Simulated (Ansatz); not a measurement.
Ansatz (a first-principles code), DFT, LDA, plane waves, its default PAW files: GaGeTe (from the phase in space group 166, mp-8211) (Ga2Ge2Te2), 6 atoms. Basis and mesh were picked for this test and aren't claimed converged.

```json
{
  "cell": "12.23, 12.23, 12.23 Å; 19.2, 19.2, 19.2°",
  "task": "single point",
  "k mesh": "6×6×6",
  "hamiltonian.xc": "lda",
  "kind_of_files": "paw",
  "scf.occupations.method": "fermi_dirac",
  "scf.occupations.width": "0.05 eV",
  "output.forces": "true",
  "binding of workers (--pin)": "off",
  "k-point pools (--kpoint-pools)": "1",
  "memory maximum (--max-ram)": "8GiB",
  "accuracy": "medium (default)",
  "basis.precision": "auto (default)",
  "basis.xc_grid": "1 (default)",
  "scf.mixing.algorithm": "auto (default)",
  "scf.mixing.preconditioner": "auto (default)",
  "scf.convergence.dr2_threshold": "1.72402e-07 (default)",
  "scf.lower_state_search": "light (default)",
  "k-points after symmetry": "32",
  "bands_at_the_start": "49",
  "electrons": "86",
  "plane waves at Γ": "3383",
  "cutoff (eV)": "420",
  "FFT grid": "30×30×90",
  "symmetry_operations": "12"
}
```

One run each.

All on 4 threads. Base settings, kept where nothing else is said: scf.eigensolver.kind = auto (default), scf.eigensolver.mixed_precision = false (default), scf.eigensolver.cushion = auto (default), scf.eigensolver.full_accuracy = false (default), scf.algorithm = auto (default) (scf.eigensolver.max_subspace_factor, scf.eigensolver.real_solve not set). The settings tried:
- the base settings
- scf.eigensolver.mixed_precision = true
- scf.eigensolver.kind = davidson, scf.eigensolver.cushion = true
- scf.algorithm = direct_min
- scf.eigensolver.full_accuracy = true
- scf.eigensolver.kind = davidson, scf.eigensolver.max_subspace_factor = 6
- scf.algorithm = density_mixing
- scf.eigensolver.kind = davidson
- scf.eigensolver.kind = davidson, scf.eigensolver.max_subspace_factor = 2
- scf.eigensolver.kind = davidson, scf.eigensolver.mixed_precision = true
- scf.eigensolver.real_solve = false

Q: Which settings need the fewest applications of H to a band, which the most, and do any fail to converge?

A: Fewest applications of H to a band, with those close behind: scf.eigensolver.real_solve = false (26852); the base settings (27345); scf.algorithm = density_mixing (27345). Most among those that reach the base run's result: scf.algorithm = direct_min (85171). All converged.

| setting | applications of H to a band | SCF iterations (all cycles of the run, searches included) | end |
|---|---|---|---|
| scf.eigensolver.real_solve = false | 26852 | 8 | converged |
| the base settings | 27345 | 7 | converged |
| scf.algorithm = density_mixing | 27345 | 7 | converged |
| scf.eigensolver.kind = davidson, scf.eigensolver.mixed_precision = true | 40251 | 8 | converged |
| scf.eigensolver.mixed_precision = true | 40251 | 8 | converged |
| scf.eigensolver.kind = davidson, scf.eigensolver.max_subspace_factor = 6 | 40543 | 8 | converged |
| scf.eigensolver.kind = davidson | 40713 | 8 | converged |
| scf.eigensolver.kind = davidson, scf.eigensolver.cushion = true | 43027 | 8 | converged |
| scf.eigensolver.kind = davidson, scf.eigensolver.max_subspace_factor = 2 | 44560 | 8 | converged |
| scf.eigensolver.full_accuracy = true | 61483 | 7 | converged |
| scf.algorithm = direct_min | 85171 | 6 | converged |

An iteration's cost differs between solvers, so these counts don't give the time.

Keys are those of Ansatz 0.2.
